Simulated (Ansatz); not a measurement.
**ZnS: response to strain**

Base system: ZnS in the wurtzite structure (space group P6_3mc, No. 186).

```
CELL_PARAMETERS angstrom
      3.84528     0.00000     0.00000
     -1.92264     3.33011     0.00000
      0.00000     0.00000     6.30521
ATOMIC_POSITIONS crystal
  Zn 0.33333 0.66667 0.00023
  Zn 0.66667 0.33333 0.50023
  S  0.33333 0.66667 0.37477
  S  0.66667 0.33333 0.87477
```

Cartesian axes are those of the cell as printed.

Strains are applied to the cell and any free atomic positions relax; under biaxial strain the out-of-plane vector relaxes too.

All numbers come from PBE (Ansatz, a first-principles code), spin-orbit coupling left out.

| change | band gap | volume per atom | electron mass |
|---|---|---|---|
| base | 2.08 eV | 20.18 Å³ | 0.16 mₑ along c, 0.18 mₑ across (at Γ) |
| biaxial strain +0.60 %, plane normal [001], relaxed out of plane | 2.06 eV | 20.36 Å³ | 0.16 mₑ out of plane, 0.18 mₑ in plane (at Γ) |
| biaxial strain +1.20 %, plane normal [001], relaxed out of plane | 2.04 eV | 20.53 Å³ | 0.16 mₑ out of plane, 0.17 mₑ in plane (at Γ) |
| biaxial strain +1.80 %, plane normal [001], relaxed out of plane | 1.98 eV | 20.71 Å³ | 0.16 mₑ out of plane, 0.17 mₑ in plane (at Γ) |
| biaxial strain +2.40 %, plane normal [001], relaxed out of plane | 1.92 eV | 20.88 Å³ | – |
| biaxial strain +3.00 %, plane normal [001], relaxed out of plane | ? | ? | ? |

What belongs in the blanks?


- biaxial strain +3.00 %, plane normal [001], relaxed out of plane, band gap: 1.86 eV
- biaxial strain +3.00 %, plane normal [001], relaxed out of plane, volume per atom: 21.06 Å³
- biaxial strain +3.00 %, plane normal [001], relaxed out of plane, electron mass: 0.16 mₑ (at Γ)

Effective masses come from finite differences of ±0.01 Å⁻¹. Stability against distortions was not tested.
